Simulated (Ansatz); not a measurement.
A computed series for Al2CdS4: pressure series

Take Al$_{2}$CdS$_{4}$ (space group I-4, No. 82; a = 5.521 Å, c = 10.154 Å) as the base.

Cell and atoms are relaxed at each pressure.

The values are results of plane-wave PAW DFT at the PBEsol level (Ansatz, an electronic-structure program, 420 eV), scalar-relativistic without spin-orbit coupling, not measurements.

Candidates:
(a) pressure 15 GPa
(b) pressure 9 GPa
(c) pressure 22.5 GPa

Before the change:

The band gap is 2.82 eV.

**Question.** Order them by band gap, highest first.

**Answer.** (b) pressure 9 GPa (2.97 eV), (a) pressure 15 GPa (2.70 eV), (c) pressure 22.5 GPa (2.40 eV)

Load acts through the strain it causes; cell and atoms are relaxed under it. Whether these cells are dynamically stable was not tested. No other phases were tried under pressure.
